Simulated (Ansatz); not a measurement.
Response to strain in BeSe

Start from BeSe in the zinc blende structure (space group F-43m, No. 216; a = 5.129 Å).

Strains are applied to the cell and any free atomic positions relax.

Method: PBEsol (Ansatz, an electronic-structure program), no spin-orbit coupling, earlier PAW set.

Notes on the quantities. energy relative to the base: free energy F.

```json
[
 {"isotropic strain (%)": "-1.99", "energy relative to the base (meV/atom)": "15.8"},
 {"isotropic strain (%)": "-0.91", "energy relative to the base (meV/atom)": "3.2"},
 {"isotropic strain (%)": "0", "energy relative to the base (meV/atom)": "0.0"},
 {"isotropic strain (%)": "0.61", "energy relative to the base (meV/atom)": "?"},
 {"isotropic strain (%)": "5.35", "energy relative to the base (meV/atom)": "92.8"}
]
```

Q: Fit ΔE = Aε² + Bε³ (ε in %) to the rows shown and predict the withheld row.

A: Least squares on the printed values gives A = 3.79 and B = -0.10 meV/atom (largest residual 0.0 meV/atom); this predicts 1.4 meV/atom, and the run gives 1.4 meV/atom, in agreement.

Whether these cells are dynamically stable was not tested.
